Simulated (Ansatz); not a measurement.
# A computed series for GaP: response to strain

The reference is GaP in the zinc blende structure (space group F-43m, No. 216; a = 5.391 Å). Axes: x, y, z lie along the cube axes.

Strains are applied to the cell and any free atomic positions relax.

The values are results of LDA in Ansatz (plane waves to 420 eV, PAW, no spin-orbit coupling), not measurements.

Notes on the quantities. energy relative to the base: free energy F.

```json
[
 {"uniaxial strain ε_zz (%)": "-3", "energy relative to the base (meV/atom)": "8.0"},
 {"uniaxial strain ε_zz (%)": "-2.5", "energy relative to the base (meV/atom)": "5.5"},
 {"uniaxial strain ε_zz (%)": "-2", "energy relative to the base (meV/atom)": "?"},
 {"uniaxial strain ε_zz (%)": "-1.5", "energy relative to the base (meV/atom)": "2.0"},
 {"uniaxial strain ε_zz (%)": "-1", "energy relative to the base (meV/atom)": "0.9"},
 {"uniaxial strain ε_zz (%)": "-0.5", "energy relative to the base (meV/atom)": "0.2"},
 {"uniaxial strain ε_zz (%)": "0", "energy relative to the base (meV/atom)": "0.0"}
]
```

Task: Fit ΔE = Aε² + Bε³ (ε in %) to the rows shown and predict the withheld row.

Result: Least squares on the printed values gives A = 0.873 and B = -0.0046 meV/atom (largest residual 0.0 meV/atom); this predicts 3.5 meV/atom, and the run gives 3.5 meV/atom, in agreement.

Gaps are read on the SCF mesh and a high-symmetry path. No phonon test of stability was made.

Ansatz is a first-principles code.
